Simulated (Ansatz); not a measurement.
Consider CsGeCl$_{3}$ (space group R3m, No. 160; a = 7.488 Å, c = 9.225 Å (hexagonal axes); a cell from a computed database, its experimental status unchecked). Axes: x lies along a and z along c of the hexagonal cell.

Modification: a pure shear with ε_xz = ε_zx = -0.0212; the atoms relax in the strained cell.

Levels (all Ansatz, a quantum-chemistry and plane-wave program, PAW): PBEsol (420 eV, no spin-orbit coupling); r2SCAN (500 eV, without spin-orbit coupling); HSE06 (420 eV, spin-orbit coupling left out).

One geometry, relaxed with PBEsol, under each level:

| level | band gap | lowest conduction level above the VBM at special points | pressure |
|---|---|---|---|
| PBEsol | 1.26 eV | R₂ 1.26 eV; U₂ 1.78 eV; V₂ 1.80 eV; T₂ 1.85 eV | 0.06 GPa |
| r2SCAN | 1.59 eV | R₂ 1.59 eV; U₂ 2.11 eV; V₂ 2.13 eV; T₂ 2.18 eV | 0.93 GPa |
| HSE06 | (withheld) | (withheld) | – |

Task: Give the withheld HSE06 results.

Result: 
- HSE06, band gap: 2.01 eV
- HSE06, lowest conduction level above the VBM at special points: R₂ 2.01 eV; U₂ 2.55 eV; V₂ 2.57 eV; Γ 4.15 eV

Single points use the geometry relaxed with PBEsol. Their cutoffs differ, which shifts pressures a little. HSE06 gaps are upper bounds (no full band path). Stability against distortions was not tested. k-point labels follow each cell's own Brillouin zone.
